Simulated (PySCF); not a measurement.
PySCF 2.14.0, HF/def2-svp, df: Zr(Cl)(I)3 ([Cl][Zr]([I])([I])[I]), 5 atoms. The geometry is a generated start, not checked to be a minimum at this level.

```python
import time
import numpy
from pyscf import lib
from pyscf import gto, scf, dft, mp, cc, sgx
lib.logger.TIMER_LEVEL = 4
t0 = time.perf_counter()

mol = gto.M(
    atom='''
Zr     0.12920000    -0.04120000    -0.10660000
Cl     1.78710000    -0.44190000    -1.57010000
I      1.04120000     0.03280000     2.52240000
I     -1.08420000     2.41680000    -0.59110000
I     -1.87340000    -1.96650000    -0.25460000
''',
    basis='def2-svp',
    ecp={'Zr': 'def2-svp', 'I': 'def2-svp'},
    max_memory=16000,
    verbose=4,
)
mf = scf.RHF(mol)
mf = mf.density_fit()
mf.max_cycle = 100
mf.diis = False
mf.damp = 0.7
mf.diis_start_cycle = 999
mf.chkfile = None
mf.kernel()
print('SCF converged:', mf.converged)
print('E(SCF) = %.10f' % mf.e_tot)
print('basis functions:', mol.nao_nr())
print('integrals held in memory:', getattr(mf, '_eri', None) is not None)
t1 = time.perf_counter()
print('wall of the SCF part: %.3f s' % (t1 - t0))
print('run ended')
```

```bash
OMP_NUM_THREADS=16 OPENBLAS_NUM_THREADS=1 python -u run.py
```

The program reports basis functions: 127.

It runs on a single node (Arm Neoverse V2, 96 cores on 1 socket, no SMT, 1 L3 cache group; 94 cores' worth of CPU time may be used).

On 16 threads, 1 BLAS thread this takes 2.6 s. Each time is the median wall time of two to five repeats, run one at a time on the otherwise empty machine; start-up is included. Processes are pinned to neighbouring cores unless said otherwise. Build: PyPI wheel: OpenMP (GNU), a bundled serial OpenBLAS 0.3.3 under its C layer, NumPy's threaded OpenBLAS held to generic ARMv8 kernels, libcint, Libxc. Other compilers and libraries give other times. Scratch files lie in a memory file system.

Question: What should be changed to get the same answer (within 1.0 meV/atom in energy) sooner? Keep to 16 cores.

Answer: One answer among several that fit: going from mf.diis = false, mf.damp = 0.7, mf.diis_start_cycle = 999 to mf.diis = true (default), mf.damp = 0 (default), mf.diis_start_cycle = 1 (default), one of the fastest of the measured ones that keep the result.

```diff
-mf.diis = False
-mf.damp = 0.7
-mf.diis_start_cycle = 999
```

Time: 2.6 s to 1.5 s (1.7× as fast). The largest move is in J and K builds: 1.5 s to 0.45 s. The count of Fock builds goes from 50 to 15. SCF cycles go from 48 to 13. These two results differ by: energy under 0.001 meV/atom. Others tried: mf.damp = 0.5, mf.diis_start_cycle = 5, mf.diis_space = 8 (default), mf.DIIS = CDIIS (default), mf.diis = true (default) (1.5 s); mf.damp = 0 (default), mf.diis_start_cycle = 1 (default), mf.diis_space = 16, mf.DIIS = CDIIS (default), mf.diis = true (default) (1.5 s); mf.damp = 0 (default), mf.diis_start_cycle = 1 (default), mf.diis_space = 8 (default), mf.level_shift = 0.2 Hartree, mf.DIIS = CDIIS (default), mf.diis = true (default) (1.6 s); mf.damp = 0 (default), mf.diis_start_cycle = 1 (default), mf.diis_space = 4, mf.DIIS = CDIIS (default), mf.diis = true (default) (1.6 s); mf.damp = 0 (default), mf.diis_start_cycle = 1 (default), mf.diis_space = 8 (default), mf.level_shift = 0.5 Hartree, mf.DIIS = CDIIS (default), mf.diis = true (default) (1.7 s); mf.damp = 0 (default), mf.diis_start_cycle = 1 (default), mf.diis_space = 8 (default), mf.DIIS = ADIIS, mf.diis = true (default) (1.9 s); mf.damp = 0 (default), mf.diis_start_cycle = 1 (default), mf.diis_space = 8 (default), mf.DIIS = EDIIS, mf.diis = true (default) (3.3 s). Repeats scatter by up to 5 %. Launch, exit and the like take 0.39 s of the 1.5 s.
